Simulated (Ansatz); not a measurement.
We consider cubic perovskite CsPbBr3 (cubic high-temperature phase), described by r²SCANh (plane waves, PAW; Ansatz, a program for electronic structure).

Numerical settings: plane-wave cutoff 520 eV, 4×4×4 k mesh, Fermi–Dirac smearing 0.01 eV, scalar-relativistic PAW data made under PBE.

The cell has the measured lattice: a = 5.874 Å, b = 5.874 Å, c = 5.874 Å, α = 90.00°, β = 90.00°, γ = 90.00°.

Question: Give the computed band gap and Γ–Γ gap.

Answer: 
* **band gap**: 2.33 eV (on the SCF k mesh)
* **Γ–Γ gap**: 6.32 eV

Note: held by symmetry at 0 K, a high-temperature phase can be a saddle point; cell and atoms aren't relaxed at this level (pressure 0.8 GPa).

Spin–orbit coupling is not included; with these elements it can move the gap by several tenths of an eV or more.

The computed numbers hold no vibrational or temperature effects.

Computing time: around 6 core-minutes (rough).
